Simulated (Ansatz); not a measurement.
# Pressure series in HfO2

The reference is HfO$_{2}$ in the fluorite structure (space group Fm-3m, No. 225).

```yaml
crystal:
  lattice:
    - [0.00000, 2.54906, 2.54906]
    - [2.54906, 0.00000, 2.54906]
    - [2.54906, 2.54906, 0.00000]
  atoms:
    - { symbol: Hf, position: [0.00000, 0.00000, 0.00000] }
    - { symbol: O, position: [0.25000, 0.25000, 0.25000] }
    - { symbol: O, position: [0.75000, 0.75000, 0.75000] }
```

Cell and atoms are relaxed at each pressure.

All numbers come from Ansatz (an electronic-structure program), PBE, PAW, cutoff 420 eV, spin-orbit coupling left out, earlier PAW set.

Candidates:
(a) pressure 18 GPa
(b) pressure 30 GPa
(c) pressure 45 GPa
(d) pressure 9 GPa
(e) pressure 4.2 GPa

For the base:

| Property | Value |
|---|---|
| Band gap | 3.75 eV |

Task: Order them by band gap, highest first.

Result: (c) pressure 45 GPa (4.07 eV), (b) pressure 30 GPa (3.98 eV), (a) pressure 18 GPa (3.90 eV), (d) pressure 9 GPa (3.83 eV), (e) pressure 4.2 GPa (3.79 eV)

Spin-orbit coupling, missing from the scalar runs, can matter with Hf. Load acts through the strain it causes; cell and atoms are relaxed under it. Whether these cells are dynamically stable was not tested. No other phases were tried under pressure. This is not the structure that HfO2 has at room temperature and ambient pressure.
